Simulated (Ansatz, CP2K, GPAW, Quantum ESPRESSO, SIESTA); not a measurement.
**One structure in several programs: YCo₂Ge₂ (I4/mmm, 5 atoms in the cell)**

Self-consistent single point, at a second geometry (lattice scaled by 0.98). First geometry:

```
CELL_PARAMETERS angstrom
     -1.97187     1.97187     5.04209
      1.97187    -1.97187     5.04209
      1.97187     1.97187    -5.04209
ATOMIC_POSITIONS crystal
  Y  0.00000 0.00000 0.00000
  Co 0.75000 0.25000 0.50000
  Co 0.25000 0.75000 0.50000
  Ge 0.62888 0.62888 0.00000
  Ge 0.37112 0.37112 0.00000
```

Shared settings, as Ansatz (an electronic-structure program) writes them: kpoints.mp_grid.grid = 7 7 7; scf.occupations.method = gaussian; scf.occupations.width = 0.2 eV. Potentials and cutoffs stand in the table.

```csv
code,model,ΔF from the first geometry (meV/atom),pressure (GPa),largest force (eV/Å),cutoff
GPAW,"LDA (Perdew-Wang 92), GPAW PAW datasets LDA (gpaw-data 1.0.1)",-17.3,1.66,0.249,850 eV
CP2K,"LDA (Pade form), GPW, DZVP-MOLOPT-SR-GTH basis, GTH-PADE potentials (GTH_POTENTIALS)",-24.1,0.36,0.170,grid 600 Ry
Ansatz,"LDA (PW92), PAW files made with PBE",-20.7,0.99,0.191,default
SIESTA,"LDA PW92, numerical atomic orbitals DZP, PseudoDojo LDA standard norm-conserving potentials (rewritten from UPF to PSML)",-12.9,2.69,0.275,grid 300 Ry
Quantum ESPRESSO,"LDA (PZ), PSlibrary ultrasoft (LDA) pseudopotentials",-12.0,2.59,0.388,55 Ry
```

On Ansatz's run: spin polarisation is off.

The spread over the programs that give each value: ΔF from the first geometry within 12.1 meV/atom; pressure within 2.33 GPa; largest force within 0.218 eV/Å.

CP2K and SIESTA use small atom-centred bases, whose incompleteness enters pressures, forces and empty levels differently from a plane-wave cutoff. Ansatz's pressure is given at a fixed set of plane waves, as the other plane-wave codes print theirs; with its correction for the finite basis it is 1.07 GPa. The same LDA comes in different parametrisations, which differ slightly. In the pressure, CP2K (by 1.29) and SIESTA (by 1.03) lie more than 1 GPa from the median of the plane-wave programs. In the force vectors, Quantum ESPRESSO (by 0.138) lies more than 0.08 eV/Å from the median of the plane-wave programs.

The starting cell comes from a database of computed structures (which also holds hypothetical and non-ambient phases and stackings), without a prior relaxation at this level. Its lattice was rescaled by a random factor within 2.5 % of one. For this run, on top of that: lattice scaled by 0.98.

Left out of this page: Elk (not drawn, or without a comparable value); FLEUR (with a known weakness of the program).

Keys are those of Ansatz 0.2.
